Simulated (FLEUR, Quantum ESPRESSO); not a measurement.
**DyB6 (Pm-3m, 7 atoms in the cell) computed with different codes at matched settings**

Self-consistent single point, at a second geometry (lattice scaled by 0.98). First geometry:

```
CELL_PARAMETERS angstrom
      4.08368     0.00000     0.00000
      0.00000     4.08368     0.00000
      0.00000     0.00000     4.08368
ATOMIC_POSITIONS crystal
  Dy 0.00000 0.00000 0.00000
  B  0.19873 0.50000 0.50000
  B  0.80127 0.50000 0.50000
  B  0.50000 0.19873 0.50000
  B  0.50000 0.80127 0.50000
  B  0.50000 0.50000 0.19873
  B  0.50000 0.50000 0.80127
```
Moments meant for the start (each program seeds them in its own way; μB, in the order of the atoms Dy B B B B B B): 5.0 0.0 0.0 0.0 0.0 0.0 0.0.

Shared settings, as Quantum ESPRESSO writes them: occupations = smearing; smearing = gauss; degauss = 0.0073499 Ry; nspin = 2; K_POINTS = automatic 8 8 8 0 0 0. Potentials and cutoffs stand in the table.

```
code                                                                        model  largest force (eV/Å)  size of the net moment (μB/atom)           cutoff
----------------  ---------------------------------------------------------------  --------------------  --------------------------------  ---------------
Quantum ESPRESSO             PBEsol, SSSP 1.1.2 efficiency (PBE) pseudopotentials                 0.100                              0.64            50 Ry
FLEUR             PBEsol, all-electron FLAPW (FLEUR), scalar-relativistic valence                 0.109                              0.64  Kmax 4.2 1/bohr
```

On Quantum ESPRESSO's run: spin-orbit coupling is off. With one magnetic atom in the cell only a parallel order is possible. With U or open f shells several self-consistent states can exist. The f electrons are in the valence without U or exact exchange, which can misplace them near the Fermi level. Spin-orbit terms, which matter for f shells, are left out.

The spread over the programs that give each value: largest force within 0.009 eV/Å; size of the net moment within 0.00 μB/atom.

FLEUR treats all electrons, but the usual bases taken here (sphere radii, linearisation, local orbitals, empty states) were not tested for convergence, so the values are no reference for the others.

The starting cell comes from a database of computed structures (which also holds hypothetical and non-ambient phases and stackings), without a prior relaxation at this level. For this run, on top of that: lattice scaled by 0.98.

Left out of this page: Ansatz (with a known weakness of the program).
